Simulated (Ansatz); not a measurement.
SiRh (model structure, started from the CoSn type, P6/mmm, No. 191, 6 atoms in the cell)

Level of theory: PBEsol in Ansatz (PAW).

Run with plane-wave cutoff 500 eV, 12×12×10 k mesh (along the axes of the cell as run), Fermi–Dirac smearing 0.05 eV, no spin polarisation, scalar-relativistic PAW data made under PBE.

Cell (relaxed at this level):

```
CELL_PARAMETERS angstrom
      5.25213     0.00000     0.00000
     -2.62606     4.54848     0.00000
      0.00000     0.00000     3.80837
ATOMIC_POSITIONS crystal
  Rh 0.50000 0.00000 0.00000
  Rh 0.50000 0.50000 0.00000
  Rh 0.00000 0.50000 0.00000
  Si 0.00000 0.00000 0.00000
  Si 0.33333 0.66667 0.50000
  Si 0.66667 0.33333 0.50000
```

```yaml
band_gap: zero (no gap)
```

Note: the relaxation could raise the start's symmetry but not lower it, so the cell can be a saddle point.

Spin–orbit coupling is not included.

The computed numbers hold no vibrational or temperature effects.

Cost on a shared machine: very roughly 80 core-seconds.

A model structure was made by putting elements into a prototype or built by hand; it is no filed structure, need not be a known phase, and can be a saddle point held by its symmetry.

Ansatz is a quantum-chemistry and plane-wave program.
